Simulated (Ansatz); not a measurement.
Worked example: self-consistent single point of TlCrSe₂ (R3m, 4 atoms in the cell) in Ansatz (a quantum-chemistry and plane-wave program).

Method: LDA (PW92), PAW files made with PBE (plane waves; Ansatz).

```
TlCrSe2
1.0
    1.66023     0.95853     9.53722
   -1.66023     0.95853     9.53722
    0.00000    -1.91706     9.53722
Cr Tl Se
1 1 2
Cartesian
  0.00000   0.00000  28.50000
  0.00000   0.00000   4.65426
  0.00000   0.00000  10.95263
  0.00000   0.00000   7.90884
```
Moments meant for the start (each program seeds them in its own way; μB, in the order of the atoms Cr Tl Se Se): 3.0 0.0 0.0 0.0.

Reference input (self-consistent single point, DFT, LDA (PW92), plane waves, PAW files made with PBE): basis.ecutwfc = 420 eV; kpoints.mp_grid.grid = 7 7 7; hamiltonian.xc = lda; hamiltonian.pseudopotentials = {kind: paw} (the program's default PAW files); magnetization.spin_polarized = true; scf.occupations.method = cold; scf.occupations.width = 0.1 eV. This run's input differs from it in these lines:

Ansatz 0.2 input:
```diff
@@ -14,3 +14,3 @@
   mp_grid:
-    grid: [7, 7, 7]
+    grid: [11, 11, 11]
 hamiltonian:
```

Output (repeated stretches shortened):

```
SCF iter   1: F=—  HF=-25243.750424 eV  |F-HF|=—  |Δ(HF+E_count)|=         —  Δρ=8.65e-2 (↑8.65e-2 ↓5.44e-2)  dr2=2.54e1  dr2_m=3.38e0  M=0.546 μB ∫|m|=0.791 μB  β_m=0.30  ethr=3.10e-3  ⟨swp⟩=6.5  Hψ=41053  notcnv=0
Mixer restart at iter 1: flushing history
all-band conjugate gradients solve this SCF's bands
preconditioner: auto → Kerker (q_TF=auto, 2.538 Å⁻¹)
spin=Collinear: Kerker preconditioning applied to the charge; magnetization (m = ρ↑ − ρ↓) channel mixes plain (no charge-response kernel on spin).
   [... lines left out ...]
SCF iter  15: F=—  HF=-25239.081624 eV  |F-HF|=—  |Δ(HF+E_count)|=   1.48e-7  S|Δr|=    0.00e0  Δρ=2.59e-6 (↑2.59e-6 ↓2.27e-6)  dr2=1.15e-7  dr2_m=1.13e-9  M=-0.293 μB ∫|m|=0.472 μB  β_m=0.70  ethr=1.89e-9  ⟨swp⟩=2.0  Hψ=13972  notcnv=0  defer=764
SCF iter  16: F=-25239.081624 eV  HF=-25239.081624 eV  |F-HF|=3.68e-8  |Δ(HF+E_count)|=   3.25e-8  S|Δr|=    0.00e0  Δρ=1.89e-6 (↑1.89e-6 ↓1.85e-6)  dr2=4.02e-8  dr2_m=2.88e-10  M=-0.293 μB ∫|m|=0.472 μB  ethr=1.69e-10  ⟨swp⟩=10.7  Hψ=46256  notcnv=0
SCF 1 converged in 16 iterations: F = -25239.081624 eV  dr2 = 4.02e-8
WARN: the net moment that the starting moments add up to was not kept …
   [... lines left out ...]
Absolute magnetization: 0.4706 μB (∫|ρ↑−ρ↓|, with the PAW one-centre terms)
Free energy (F): -25239.081624 eV
Fermi energy:    10.055484 eV
   [... lines left out ...]
  atom   4  Se     0.00000000    -0.00000001     0.50868739
--- Stress (GPa, compression-positive) ---
       -6.371159       0.000000      -0.000000
        0.000000      -6.371159      -0.000000
        0.000000      -0.000000      -6.085095
  P = ⅓ Tr σ = -6.2758 GPa (-62.758 kbar)
  The stress holds the Pulay correction. Without it, at fixed plane waves, as pw.x and ABINIT print it: P = -6.3002 GPa
```

The run converged in 16 iterations. Against the reference run the free energy rises by 3.2 meV/atom, the pressure hardly changes (-6.32 to -6.28 GPa), the largest force goes from 0.520 to 0.535 eV/Å and the size of the net moment moves little (0.08 to 0.07 μB/atom).

The starting cell comes from a database of computed structures (which also holds hypothetical and non-ambient phases and stackings), without a prior relaxation at this level. The moments shrank to a small part of their start, a low-spin state that need not be the lowest. The program warned that a starting moment was not kept. With a pressure of about -6 GPa the cell is away from its equilibrium volume at this level. Ansatz's pressure includes its estimate of the finite-basis (Pulay) stress.

Cost on one core of a shared machine: roughly 70 s.
